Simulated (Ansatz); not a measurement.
TaGe2 (model structure, started from the MoSi2 type, I4/mmm, No. 139, 3 atoms in the cell)

The numbers are results of PBEsol (Ansatz, a program for electronic structure, PAW), not measurements.

Settings: plane-wave cutoff 500 eV, 16×16×16 k mesh, Fermi–Dirac smearing 0.05 eV, scalar-relativistic PAW data made under PBE.

Cell (relaxed at this level):

```
TaGe2
1.0
   -1.67940     1.67940     4.22066
    1.67940    -1.67940     4.22066
    1.67940     1.67940    -4.22066
Ta Ge
1 2
Direct
  0.00000   0.00000   0.00000
  0.33594   0.33594   0.00000
  0.66406   0.66406   0.00000
```

```
Property  Result
--------  ------
band gap    none
```

Note: the relaxation could raise the start's symmetry but not lower it, so the cell can be a saddle point.

Spin–orbit coupling is not included.

A model structure was made by putting elements into a prototype or built by hand; it is no filed structure, need not be a known phase, and can be a saddle point held by its symmetry.
